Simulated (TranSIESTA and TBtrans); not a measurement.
Run with TranSIESTA and TBtrans (open boundaries, self-consistent; PseudoDojo norm-conserving potentials, scalar-relativistic): PAO.BasisSize DZP, PAO.EnergyShift 0.15 eV, XC.Authors PBE, Mesh.Cutoff 200 Ry, ElectronicTemperature 300 K, TS.Voltage 0.0 eV, TBT.Elecs.Eta 0.001 eV, no spin polarisation.

System: Sn chain with one C atom inserted. Leads: straight Sn chain, spacing 2.612 Å. Geometry: 3 atoms about the centre moved by SIESTA (PBE, DZP) to a largest force of 0.00 eV/Å, all others as built, motion along the axis alone.

Task: Predict: conductance at 300 K (G0 = 2e²/h); mean T from −0.5 to 0.5 eV.

Result: conductance at 300 K (G0 = 2e²/h): 2.13; mean T from −0.5 to 0.5 eV: 2.09. The straight chain is held at its spacing; free chains may zigzag or dimerise. No spin-polarised start was tried, so a magnetic state, if there is one, is missed.
